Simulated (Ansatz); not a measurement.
BN, carrier doping

Base system: BN in the wurtzite structure (space group P6_3mc, No. 186; a = 2.5541 Å, c = 4.2239 Å).

Carriers are added at fixed cell with a uniform background; the Fermi–Dirac width is that of 300 K.

Computed with PBE (Ansatz, a program for electronic structure, PAW, no spin-orbit coupling), earlier PAW set.

Notes on the quantities. Fermi level from band edge: Fermi level relative to the doped band's edge (positive inside the band; to 0.05 eV).

```json
[
 {"case": "undoped", "gap between the host's bands": "5.22 eV", "Fermi level from band edge": "–"},
 {"case": "electrons 1.0×10^21 cm⁻³", "gap between the host's bands": "5.12 eV", "Fermi level from band edge": "+0.50 eV"},
 {"case": "electrons 3.0×10^21 cm⁻³", "gap between the host's bands": "4.94 eV", "Fermi level from band edge": "+1.00 eV"},
 {"case": "electrons 1.0×10^22 cm⁻³", "gap between the host's bands": "4.47 eV", "Fermi level from band edge": "+1.80 eV"},
 {"case": "electrons 2.0×10^22 cm⁻³", "gap between the host's bands": "4.03 eV", "Fermi level from band edge": "+2.25 eV"},
 {"case": "holes 1.0×10^21 cm⁻³", "gap between the host's bands": "5.21 eV", "Fermi level from band edge": "+0.25 eV"},
 {"case": "holes 3.0×10^21 cm⁻³", "gap between the host's bands": "?", "Fermi level from band edge": "?"},
 {"case": "holes 1.0×10^22 cm⁻³", "gap between the host's bands": "5.25 eV", "Fermi level from band edge": "+0.95 eV"},
 {"case": "holes 2.0×10^22 cm⁻³", "gap between the host's bands": "5.33 eV", "Fermi level from band edge": "+1.35 eV"}
]
```

Task: Some entries are withheld; estimate them.

Result: 
- holes 3.0×10^21 cm⁻³, gap between the host's bands: 5.20 eV
- holes 3.0×10^21 cm⁻³, Fermi level from band edge: +0.45 eV

Charged cell with a jellium background: band edges are those of the host's band count, energies are not comparable with the neutral cell, and many-body gap narrowing is missing. No phonon test of stability was made.
